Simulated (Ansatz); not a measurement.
**AlN: uniaxial strain ε_zz = −1.00 %**

Start from AlN in the zinc blende structure (space group F-43m, No. 216; a = 4.378 Å). Axes: x, y, z lie along the cube axes.

Modification: uniaxial strain ε_zz = −1.00 %, all other strain components held at zero; the atoms relax in the strained cell.

The values are results of plane-wave PAW DFT at the PBEsol level (Ansatz, a quantum-chemistry and plane-wave program, 420 eV), no SOC, not measurements. k-mesh 13×13×13 (Γ-centred); smearing 0.05 eV (Fermi–Dirac).

The volume per atom decreases by 0.105 Å³, from 10.49 Å³ to 10.38 Å³ and the space group goes from F-43m (No. 216) to I-4m2 (No. 119). The shortest interatomic distance shrinks by 0.0063 Å to 1.889 Å and the energy grows by 0.9 meV/atom. The pressure (mean of the normal stresses, compression positive) grows by 2.05 GPa (-0.01 GPa → 2.04 GPa) and the band gap shrinks by 0.05 eV, from 3.19 eV to 3.14 eV. The gap character is indirect, Γ → M and the smallest direct gap rises by 0.06 eV, from 4.06 eV to 4.12 eV. The electron mass goes from 0.52 mₑ along k, 0.32 mₑ across (at X) to 0.51 mₑ along k, 0.32 mₑ across (at X) and the valence-band top at Γ (three highest levels, from the VBM) comes out as 0.00, -0.04, -0.04 eV. The valley order (the lowest conduction-band minima on the path, energy above the VBM, named in the base's zone) becomes X along [001] 3.14 eV; X along [100] 3.19 eV; Γ 4.12 eV (base: X along ⟨100⟩ 3.19 eV; Γ 4.06 eV) and the stress (xx, yy, zz, yz, xz, xy; compression positive) amounts to (1.62, 1.62, 2.86, 0.00, 0.00, 0.00) GPa.

Final structure:

```
AlN
1.0
    0.00000     2.18887     2.16698
    2.18887     0.00000     2.16698
    2.18887     2.18887     0.00000
Al N
1 1
Cartesian
  0.00000   0.00000   0.00000
  1.09443   1.09443   1.08349
```

Effective masses come from finite differences of ±0.01 Å⁻¹. Along k means along the line from Γ to the band edge. Stability against distortions was not tested. This is not the structure that AlN has at room temperature and ambient pressure. k-point labels follow each cell's own Brillouin zone.
